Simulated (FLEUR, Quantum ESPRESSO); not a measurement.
A Quantum ESPRESSO input for a self-consistent single point of YIn₅Rh (P4/mmm, 7 atoms in the cell) (DFT, PBEsol, plane waves, PseudoDojo standard norm-conserving (PBESOL) pseudopotentials):

```fortran
&control
  calculation = 'scf'
  outdir = './work'
  pseudo_dir = './'
  tprnfor = .true.
  tstress = .true.
/
&system
  ibrav = 0
  nat = 7
  ntyp = 3
  ecutwfc = 90
  occupations = 'smearing'
  smearing = 'fd'
  degauss = 0.0099958
/
&electrons
  conv_thr = 1e-10
/
ATOMIC_SPECIES
Y     88.9058  Y.upf
In   114.8180  In.upf
Rh   102.9055  Rh.upf
ATOMIC_POSITIONS angstrom
Y     0.0000000000    0.0000000000    0.0000000000
In    0.0000000000    2.2725320000    2.1986518215
In    0.0000000000    2.2725320000    5.0954191785
In    2.2725320000    0.0000000000    2.1986518215
In    2.2725320000    0.0000000000    5.0954191785
In    2.2725320000    2.2725320000    0.0000000000
Rh    0.0000000000    0.0000000000    3.6470355000
K_POINTS automatic
5 5 3  0 0 0
CELL_PARAMETERS angstrom
   4.5450640000     0.0000000000     0.0000000000
   0.0000000000     4.5450640000     0.0000000000
   0.0000000000     0.0000000000     7.2940710000
```

**Question.** Give the FLEUR input for the same structure, mesh, smearing and functional.

**Answer.** One input that does it (others would too):

Input of the input generator:

```
scf YIn5Rh
&input film=f /
8.5889261789 0.0000000000 0.0000000000
0.0000000000 8.5889261789 0.0000000000
0.0000000000 0.0000000000 13.7837965236
1.0
1.0 1.0 1.0

7
39 0.0000000000 0.0000000000 0.0000000000
49 0.0000000000 0.5000000000 0.3014300000
49 0.0000000000 0.5000000000 0.6985700000
49 0.5000000000 0.0000000000 0.3014300000
49 0.5000000000 0.0000000000 0.6985700000
49 0.5000000000 0.5000000000 0.0000000000
45 0.0000000000 0.0000000000 0.5000000000

&comp jspins=1 /
&exco xctyp='PBEs' /
&kpt div1=5 div2=5 div3=3 /
&end /
```

```xml
<?xml version="1.0" encoding="UTF-8" standalone="no"?>
<fleurInput fleurInputVersion="0.39">
   <comment>
      scf YIn5Rh                                                                                          
   </comment>
   <calculationSetup>
      <cutoffs Kmax="4.2" Gmax="16.8" GmaxXC="16.8" numbands="0"/>
      <scfLoop itmax="100" minDistance="0.00001" maxIterBroyd="99" imix="Anderson" alpha="0.05" precondParam="0.0" spinf="2.0"/>
      <coreElectrons ctail="T" frcor="F" kcrel="0" coretail_lmax="0"/>
      <xcFunctional name="PBEs" relativisticCorrections="F"/>
      <magnetism jspins="1"/>
      <soc l_soc="F" theta="0.0" phi="0.0" spav="F"/>
      <expertModes spex="0" secvar="F"/>
      <geometryOptimization l_f="T" forcealpha="1.0" forcemix="BFGS" epsdisp="0.00001" epsforce="0.00001"/>
      <ldaU l_linMix="F" mixParam="0.05" spinf="1.0"/>
   </calculationSetup>
   <cell>
      <bzIntegration valenceElectrons="91.0" mode="hist" fermiSmearingEnergy="0.00499791">
         <kPointListSelection listName="default-1"/>
         <!-- k-points included here -->
         <xi:include xmlns:xi="http://www.w3.org/2001/XInclude" href="kpts.xml"> </xi:include>
      </bzIntegration>
      <!-- symmetry operations included here -->
      <xi:include xmlns:xi="http://www.w3.org/2001/XInclude" href="sym.xml"> </xi:include>
      <bulkLattice scale="1.0">
         <bravaisMatrix>
            <row-1>    8.5889261788999995     0.0000000000000000     0.0000000000000000</row-1>
            <row-2>    0.0000000000000000     8.5889261788999995     0.0000000000000000</row-2>
            <row-3>    0.0000000000000000     0.0000000000000000    13.7837965235999995</row-3>
         </bravaisMatrix>
      </bulkLattice>
   </cell>
   <atomSpecies>
      <species name="Yttrium (Y)" element="Y" atomicNumber="39">
         <mtSphere radius="2.68" gridPoints="925" logIncrement="0.014"/>
         <atomicCutoffs lmax="10" lnonsphr="8"/>
         <electronConfig flipSpins="F">
            <coreConfig>(1s1/2) (2s1/2) (2p1/2) (2p3/2) (3s1/2) (3p1/2) (3p3/2) (3d3/2) (3d5/2)</coreConfig>
            <valenceConfig>(4s1/2) (4p1/2) (4p3/2) (5s1/2) (4d3/2) (4d5/2)</valenceConfig>
            <stateOccupation state="(4d3/2)" spinUp="0.2" spinDown="0.2"/>
            <stateOccupation state="(4d5/2)" spinUp="0.3" spinDown="0.3"/>
         </electronConfig>
         <energyParameters s="5" p="5" d="4" f="4"/>
         <lo type="SCLO" l="0" n="4" eDeriv="0"/>
         <lo type="SCLO" l="1" n="4" eDeriv="0"/>
      </species>
      <species name="Indium (In)" element="In" atomicNumber="49">
         <mtSphere radius="2.42" gridPoints="837" logIncrement="0.015"/>
         <atomicCutoffs lmax="10" lnonsphr="8"/>
         <electronConfig flipSpins="F">
            <coreConfig>(1s1/2) (2s1/2) (2p1/2) (2p3/2) (3s1/2) (3p1/2) (3p3/2) (4s1/2) (3d3/2) (3d5/2) (4p1/2) (4p3/2)</coreConfig>
            <valenceConfig>(5s1/2) (4d3/2) (4d5/2) (5p1/2) (5p3/2)</valenceConfig>
            <stateOccupation state="(5p1/2)" spinUp="0.1666666666667" spinDown="0.1666666666667"/>
            <stateOccupation state="(5p3/2)" spinUp="0.3333333333333" spinDown="0.3333333333333"/>
         </electronConfig>
         <energyParameters s="5" p="5" d="5" f="4"/>
         <lo type="SCLO" l="2" n="4" eDeriv="0"/>
      </species>
      <species name="Rhodium (Rh)" element="Rh" atomicNumber="45">
         <mtSphere radius="2.42" gridPoints="837" logIncrement="0.015"/>
         <atomicCutoffs lmax="10" lnonsphr="8"/>
         <electronConfig flipSpins="F">
            <coreConfig>(1s1/2) (2s1/2) (2p1/2) (2p3/2) (3s1/2) (3p1/2) (3p3/2) (4s1/2) (3d3/2) (3d5/2)</coreConfig>
            <valenceConfig>(4p1/2) (4p3/2) (5s1/2) (4d3/2) (4d5/2)</valenceConfig>
            <stateOccupation state="(5s1/2)" spinUp="0.5" spinDown="0.5"/>
            <stateOccupation state="(4d3/2)" spinUp="1.6" spinDown="1.6"/>
            <stateOccupation state="(4d5/2)" spinUp="2.4" spinDown="2.4"/>
         </electronConfig>
         <energyParameters s="5" p="5" d="4" f="4"/>
         <lo type="SCLO" l="1" n="4" eDeriv="0"/>
      </species>
   </atomSpecies>
   <atomGroups>
      <atomGroup species="Yttrium (Y)">
         <relPos label="                   1">.0000000000 .0000000000 .0000000000</relPos>
         <force calculate="T" relaxXYZ="TTT"/>
      </atomGroup>
      <atomGroup species="Indium (In)">
         <relPos label="                   2">.0000000000 1.000/2.000 .3014300000</relPos>
         <relPos label="                   3">.0000000000 1.000/2.000 -.3014300000</relPos>
         <relPos label="                   4">1.000/2.000 .0000000000 .3014300000</relPos>
         <relPos label="                   5">1.000/2.000 .0000000000 -.3014300000</relPos>
         <force calculate="T" relaxXYZ="TTT"/>
      </atomGroup>
      <atomGroup species="Indium (In)">
         <relPos label="                   6">1.000/2.000 1.000/2.000 .0000000000</relPos>
         <force calculate="T" relaxXYZ="TTT"/>
      </atomGroup>
      <atomGroup species="Rhodium (Rh)">
         <relPos label="                   7">.0000000000 .0000000000 1.000/2.000</relPos>
         <force calculate="T" relaxXYZ="TTT"/>
      </atomGroup>
   </atomGroups>
   <output dos="F" band="F" slice="F">
      <checks vchk="F" cdinf="F"/>
      <bandDOS minEnergy="-.5*Htr" maxEnergy="0.5*Htr" sigma="0.015" storeEVData="T"/>
      <vacuumDOS vacdos="F" integ="F" star="F" nstars="0" locx1="0.0" locy1="0.0" locx2="0.0" locy2="0.0" nstm="0" tworkf="0.0"/>
      <unfoldingBand unfoldBand="F" supercellX="1" supercellY="1" supercellZ="1"/>
      <plotting iplot="0" polar="F">
         <plot TwoD="T" vec1="  1.0  0.0  0.0" vec2="  0.0  1.0  0.0" vec3="  0.0  0.0  1.0" zero="  0.0  0.0  0.0" file="plot"/>
      </plotting>
      <chargeDensitySlicing numkpt="0" minEigenval="0.0" maxEigenval="0.0" nnne="0" pallst="F"/>
      <specialOutput eonly="F"/>
      <magneticCircularDichroism mcd="F" energyLo="-10.0" energyUp="0.0"/>
   </output>
  <!-- We include the file relax.xml here to enable relaxations (see documentation) -->
  <xi:include xmlns:xi="http://www.w3.org/2001/XInclude" href="relax.xml"> <xi:fallback/> </xi:include>
</fleurInput>
```

Basis, cutoffs, solver keys and any potentials are the target program's own. This input uses DFT, PBEsol, all-electron FLAPW (FLEUR), scalar-relativistic valence.

The starting cell comes from a database of computed structures (which also holds hypothetical and non-ambient phases and stackings), without a prior relaxation at this level. For this run, on top of that: lattice scaled by 0.98.
